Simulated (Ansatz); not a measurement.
**Element substitutions in hypothetical rock salt BiP**

The reference is BiP in the rock salt structure (space group Fm-3m, No. 225; a = 5.8487 Å; a hypothetical phase, not in the database extracts checked).

Each row replaces one element on all its sites; cell and atoms are relaxed.

Levels (all Ansatz, a first-principles code, PAW): PBE (420 eV, no spin-orbit coupling); r2SCAN (500 eV, no spin-orbit coupling).

The base cell above is that of PBE; each level relaxes its own structures.

```
case     lattice parameter a, PBE  lattice parameter a, r2SCAN
-------  ------------------------  ---------------------------
Bi → Pt                   5.021 Å                      4.994 Å
P → As                    6.033 Å                      5.990 Å
P → Pt                    5.745 Å                      5.688 Å
```

PBE lies above r2SCAN in every row, by 0.026 Å to 0.057 Å. They put the cases in the same order.

Whether these cells are dynamically stable was not tested. As relaxed here, PtP, BiAs and BiPt are hypothetical phases, not in the database extracts checked. All final runs are without spin polarisation. An odd electron count without spin: PtP and BiPt.
